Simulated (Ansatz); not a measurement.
Worked example: relaxation of the atoms of Cl (Cm, 4 atoms in the cell) in Ansatz (a program for electronic structure).

Method of the run: PBEsol, default PAW files made with PBE (plane waves; Ansatz).

The change in words: one atom moved by 0.15 angstrom; relax: default → atoms; relax.f_tol: default → 0.2 eV/Å. Reference geometry:
```
CELL_PARAMETERS angstrom
      2.24672    -3.12936     0.00000
      2.24672     3.12936     0.00000
      0.00000     0.00000     8.28478
ATOMIC_POSITIONS crystal
  Cl 0.87700 0.87700 0.89700
  Cl 0.62300 0.62300 0.39700
  Cl 0.37700 0.37700 0.60300
  Cl 0.12300 0.12300 0.10300
```

Reference input (self-consistent single point, DFT, PBEsol, plane waves, default PAW files made with PBE): basis.ecutwfc = 420 eV; kpoints.mp_grid.grid = 7 7 3; hamiltonian.xc = pbesol; hamiltonian.pseudopotentials = {kind: paw} (the program's default PAW files); scf.occupations.method = fermi_dirac; scf.occupations.width = 0.01 eV. This run's input differs from it in these lines:

```diff
@@ -7,3 +7,3 @@
   atoms:
-    - { symbol: Cl, position: [0.87700000, 0.87700000, 0.89700000] }
+    - { symbol: Cl, position: [0.87700000, 0.87700000, 0.91510500] }
     - { symbol: Cl, position: [0.62300000, 0.62300000, 0.39700000] }
@@ -24,2 +24,4 @@
     width: 0.01
+relax:
+  f_tol: 0.2
 output:
```

Output, abridged:

```
   [... SCF lines of the steps left out ...]
relax step   1: F+E_penalty+E_count = -4243.03462773 eV  Δ(F+E_penalty+E_count) = +0.000e0 eV  max|allowed force component| = 1.845e0 eV/Å  Δτ_max = 0.0000 Å  (6 SCF iters, dr2 threshold 1.00e-4 eV, accepted)
relax step   2: F+E_penalty+E_count = -4243.14614535 eV  Δ(F+E_penalty+E_count) = -1.115e-1 eV  max|allowed force component| = 3.401e-1 eV/Å  Δτ_max = 0.1279 Å  (5 SCF iters, dr2 threshold 1.00e-4 eV, accepted)
relax step   3: F+E_penalty+E_count = -4243.15956161 eV  Δ(F+E_penalty+E_count) = -1.342e-2 eV  max|allowed force component| = 1.719e-1 eV/Å  Δτ_max = 0.1075 Å  (7 SCF iters, accepted)
   [... lines left out ...]
relax step   5: F+E_penalty+E_count = -4243.19158830 eV  Δ(F+E_penalty+E_count) = -9.810e-3 eV  max|allowed force component| = 2.350e-1 eV/Å  Δτ_max = 0.1974 Å  (8 SCF iters, accepted)
relax step   6: F+E_penalty+E_count = -4243.19515110 eV  Δ(F+E_penalty+E_count) = -3.563e-3 eV  max|allowed force component| = 8.910e-2 eV/Å  Δτ_max = 0.0781 Å  (5 SCF iters, dr2 threshold 5.18e-5 eV, accepted)
relax step   7: F+E_penalty+E_count = -4243.19515336 eV  Δ(F+E_penalty+E_count) = -2.256e-6 eV  max|allowed force component| = 8.888e-2 eV/Å  Δτ_max = 0.0000 Å  (4 SCF iters, accepted)
the relaxation is at rest under the 2 symmetry operations that the run kept from its start: a minimum is not shown …
Stability not checked: this state was not tested for a lower state beside it, because too few of the mixer's solves of this state at the end of the SCF gave a …
Free energy (F): -4243.195153 eV
Internal energy: -4243.195153 eV  (E = F + TS)
E sigma→0 (E₀):  -4243.195153 eV
Fermi energy:    1.461400 eV
--- Forces (eV/Å), atoms counted from 1 ---
  atom   1  Cl     0.08887828     0.00000000    -0.04792472
  atom   2  Cl     0.05941136     0.00000000     0.08078375
   [... lines left out ...]
  atoms:
    - { symbol: Cl, position: [0.8088479210156959, 0.8088479210156959, 0.8973257229417383] }
    - { symbol: Cl, position: [0.6829603603694728, 0.6829603603694728, 0.39243781573493763] }
    - { symbol: Cl, position: [0.48623646209166593, 0.48623646209166593, 0.6142513008165542] }
    - { symbol: Cl, position: [0.021955256523165503, 0.021955256523165503, 0.11409016050676984] }
```

The run converged.  The full log also holds: “iter 5 did not close the SCF: its close was put off for the readings that it lacked (scf_convergence_deferred on its scf_iter line)”.

Summary of the result:
Free energy E − TS (on the zero of these files): -4243.1952 eV
Top of the valence band (on the code's own zero): 0.46 eV
Gap on the k-point mesh: 1.99 eV
Pressure: -0.40 GPa
Largest force (vector length): 0.101 eV/Å
Relaxation steps: 7

The starting cell has typed, rounded lattice constants, without a prior relaxation at this level. Its lattice was rescaled by up to half a per cent. For this run, on top of that: one atom moved by 0.15 angstrom. Ansatz's pressure includes its estimate of the finite-basis (Pulay) stress.

Cost on one core of a shared machine: roughly 50 s.

Keys are those of Ansatz 0.2.
